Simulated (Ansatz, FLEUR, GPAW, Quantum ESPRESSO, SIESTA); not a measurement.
# NiO2 (P6_3/mmc, 6 atoms in the cell) computed with different codes at matched settings

Self-consistent single point.

```
NiO2
1.0
    2.91215     0.00000     0.00000
   -1.45608     2.52200     0.00000
    0.00000     0.00000    10.55527
Ni O
2 4
Direct
  0.00000   0.00000   0.00000
  0.00000   0.00000   0.50000
  0.66667   0.33333   0.08908
  0.33333   0.66667   0.91092
  0.33333   0.66667   0.58908
  0.66667   0.33333   0.41092
```
Moments meant for the start (each program seeds them in its own way; μB, in the order of the atoms Ni Ni O O O O): 2.0 2.0 0.0 0.0 0.0 0.0.

All programs got the same cell, k-point mesh and kind of occupations, and the same starting moments (in Ansatz's words: kpoints.mp_grid.grid = 10 10 3; magnetization.spin_polarized = true; scf.occupations.method = fermi_dirac; scf.occupations.width = 0.1 eV); potentials, basis and cutoffs are each program's usual ones.

| code | model | pressure (GPa) | largest force (eV/Å) | gap on the mesh (eV) | k-points | cutoff |
|---|---|---|---|---|---|---|
| SIESTA | GGA PBEsol, numerical atomic orbitals DZP, PseudoDojo PBEsol standard norm-conserving potentials (rewritten from UPF to PSML) | -15.99 | 0.838 | 0.881 | 167 | grid 300 Ry |
| Ansatz | PBEsol, PAW files made with PBE | -15.59 | 1.032 | – | 28 | default |
| Quantum ESPRESSO | PBEsol, PSlibrary PAW (PBE) pseudopotentials | -14.52 | 0.955 | 0.912 | 28 | 55 Ry |
| GPAW | PBEsol, GPAW PAW datasets PBEsol (made by gpaw-setup) | – | 0.811 | – | 28 | 950 eV |
| FLEUR | PBEsol, all-electron FLAPW (FLEUR), scalar-relativistic valence | – | 1.181 | 0.914 | 28 | Kmax 4.8 1/bohr |

A dash marks a value that a program does not give, or that is left out as unsure.

No gap is tabulated for Ansatz (an electronic-structure program) and GPAW: it is not read from that output, or partly filled or unconverged empty levels leave it unsure.

Gaps are read on the mesh.

The spread over the programs that give each value: pressure within 1.47 GPa; largest force within 0.370 eV/Å; gap on the mesh within 0.033 eV.

The starting cell comes from a database of computed structures (which also holds hypothetical and non-ambient phases and stackings), without a prior relaxation at this level. On Ansatz's run: The starting moments vanished: the run ended non-magnetic, which need not be the lowest state. The program warned that a starting moment was not kept. In the base run, with a pressure of about -15 GPa the cell is away from its equilibrium volume at this level. In the base run, forces exceed 1 eV/Å.

### Question
Why do the programs differ, and what cannot be compared?

### Answer
Differences of this kind can come from the potentials, where these differ, and from what each basis and cutoff leave unconverged. The valence holds different numbers of electrons (SIESTA 60, Ansatz 60, Quantum ESPRESSO 44, GPAW 56, FLEUR 56). The zero of total energies and Fermi levels follows the potentials and each program's conventions, so they are not compared here. SIESTA uses small atom-centred bases, whose incompleteness enters pressures, forces and empty levels differently from a plane-wave cutoff. FLEUR treats all electrons, but the usual bases taken here (sphere radii, linearisation, local orbitals, empty states) were not tested for convergence, so the values are no reference for the others. Ansatz's pressure is given at a fixed set of plane waves, as the other plane-wave codes print theirs; with its correction for the finite basis it is -15.17 GPa (the shift of 0.42 GPa shows how far the cutoff is from converged). The pressure of GPAW is left out: its cutoff lies under the one at which its stress was checked. The programs reduce the same mesh by symmetry to different extents, which changes the work and not the result. In the force vectors, SIESTA (by 0.117), GPAW (by 0.144) and FLEUR (by 0.226) lie more than 0.08 eV/Å from the median of the plane-wave programs.

Left out of this page: ABINIT (stopped by limits of time or memory).

Keys are those of Ansatz 0.2.
